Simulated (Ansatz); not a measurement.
Take Mo in the bcc (W type) structure (space group Im-3m, No. 229; a = 3.1510 Å; relaxed with 0.1 eV smearing) as the base. Axes: x, y, z lie along the cube axes.

Computed with Kohn–Sham DFT with the r2SCAN functional, run in Ansatz (an electronic-structure program) with PAW and 500 eV plane waves, no spin-orbit coupling.

Strains are applied to the cell and any free atomic positions relax.

One change was made to it. Results:

The pressure (mean of the normal stresses, compression positive) goes from zero to 0.3 GPa; the energy goes up by 8.2 meV/atom.

**Question.** Which change produced these results?
A) tensor shear ε_xy = +1.43 %
B) tensor shear ε_xy = +0.86 %
C) tensor shear ε_xy = +0.57 %
D) tensor shear ε_xy = +2.00 %

**Answer.** D, tensor shear ε_xy = +2.00 %. For comparison, the energy relative to the base in the other runs: tensor shear ε_xy = +0.86 % gives +1.5 meV/atom; tensor shear ε_xy = +1.43 % gives +4.2 meV/atom; tensor shear ε_xy = +0.57 % gives +0.7 meV/atom.

Whether these cells are dynamically stable was not tested. All final runs are without spin polarisation.
